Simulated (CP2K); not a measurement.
CP2K run on ScIr₃ (P1, 4 atoms in the cell): self-consistent single point.

Method of the run: LDA (Pade form), GPW, DZVP-MOLOPT-SR-GTH basis, GTH-PADE potentials (GTH_POTENTIALS) in CP2K 2026.2.

The change in words: atoms moved at random. Reference geometry:
```yaml
crystal:
  lattice:
    - [3.84833, 0.00000, 0.00000]
    - [0.00000, 3.84833, 0.00000]
    - [0.00000, 0.00000, 3.84833]
  atoms:
    - { symbol: Sc, position: [0.00000, 0.00000, 0.00000] }
    - { symbol: Ir, position: [0.00000, 0.50000, 0.50000] }
    - { symbol: Ir, position: [0.50000, 0.00000, 0.50000] }
    - { symbol: Ir, position: [0.50000, 0.50000, 0.00000] }
```

Reference input (self-consistent single point, DFT LDA (Pade form), GPW, DZVP-MOLOPT-SR-GTH basis, GTH-PADE potentials (GTH_POTENTIALS)): CUTOFF = 600 Ry; REL_CUTOFF = 50 Ry; SMEAR/METHOD = FERMI_DIRAC; ELECTRONIC_TEMPERATURE = 1578.21 K; KPOINTS/SCHEME = MONKHORST-PACK 6 6 6; GAMMA_CENTERED = T; XC_FUNCTIONAL = PADE; Sc/BASIS_SET = DZVP-MOLOPT-SR-GTH-q11; Sc/POTENTIAL = GTH-PADE-q11; Ir/BASIS_SET = DZVP-MOLOPT-SR-GTH-q17; Ir/POTENTIAL = GTH-PADE-q17; METHOD = GPW. This run's input differs from it in these lines:

```diff
@@ -70,6 +70,6 @@
     &COORD
-      Sc       0.00000000     0.00000000     0.00000000
-      Ir       0.00000000     1.92416550     1.92416550
-      Ir       1.92416550     0.00000000     1.92416550
-      Ir       1.92416550     1.92416550     0.00000000
+      Sc      -0.02263203    -0.04045750     0.04529486
+      Ir       0.04983204     1.95504066     1.95126160
+      Ir       1.92109453    -0.01299581     1.87439888
+      Ir       1.90004031     1.94674751    -0.02262434
     &END COORD
```

The program printed (abridged):

```
 SCF WAVEFUNCTION OPTIMIZATION

  Step     Update method      Time    Convergence         Total energy    Change
     1 NoMix/Diag. 0.30E+00      -     2.67146919      -365.1223271885 -3.65E+02
     2 Broy./Diag. 0.30E+00      -     0.05219057      -363.5309399555  1.59E+00
     3 Broy./Diag. 0.30E+00      -     0.08062945      -363.3321013720  1.99E-01
     4 Broy./Diag. 0.30E+00      -     0.05398504      -363.0855803942  2.47E-01
     5 Broy./Diag. 0.30E+00      -     0.00614104      -363.0737088813  1.19E-02
     6 Broy./Diag. 0.30E+00      -     0.00642319      -363.1091283368 -3.54E-02
   [... 4 lines left out ...]
    11 Broy./Diag. 0.30E+00      -     0.00003579      -363.0970865157 -1.05E-04
    12 Broy./Diag. 0.30E+00      -     0.00000399      -363.0973581627 -2.72E-04
    13 Broy./Diag. 0.30E+00      -     0.00000555      -363.0973349160  2.32E-05
    14 Broy./Diag. 0.30E+00      -     0.00000042      -363.0973037225  3.12E-05
  *** SCF run converged in    14 steps ***

  Overlap energy of the core charge distribution:               0.00000000102608
  Self energy of the core charge distribution:               -568.21950914452600
  Core Hamiltonian energy:                                    130.29891306725773
  Hartree energy:                                             112.65644337315751
  Exchange-correlation energy:                                -37.82517908195676
  Electronic entropic energy:                                  -0.00797193805776
  Fermi energy:                                                 0.60493297173532

  Total energy:                                              -363.09730372252551
  Total energy (extrapolated to T->0):                       -363.09331775349665

                     Mulliken Population Analysis

   [... lines left out ...]

 STRESS| Analytical stress tensor [bar]
 STRESS|                        x                   y                   z
 STRESS|      x       -7.79625861396E+04   4.29257653392E+03   5.57946187773E+03
 STRESS|      y        4.29257653392E+03  -8.19568772305E+04   1.91415140035E+03
 STRESS|      z        5.57946187773E+03   1.91415140035E+03  -7.76045183728E+04
 STRESS| 1/3 Trace                                            -7.91746605810E+04
```

The run converged in 14 iterations. Against the reference run the free energy rises by 23.1 meV/atom, the pressure goes from -9.10 to -7.92 GPa and the largest force goes from 0.000 to 1.055 eV/Å.

The starting cell comes from a database of computed structures (which also holds hypothetical and non-ambient phases and stackings), without a prior relaxation at this level. Its lattice was rescaled by a random factor within 2.5 % of one. For this run, on top of that: atoms moved at random. Spin polarisation is off. Values carry the incompleteness of an atom-centred basis. With a pressure of about -8 GPa the cell is away from its equilibrium volume at this level. Forces in this geometry exceed 1 eV/Å.

Cost on one core of a shared machine: roughly 50 s.
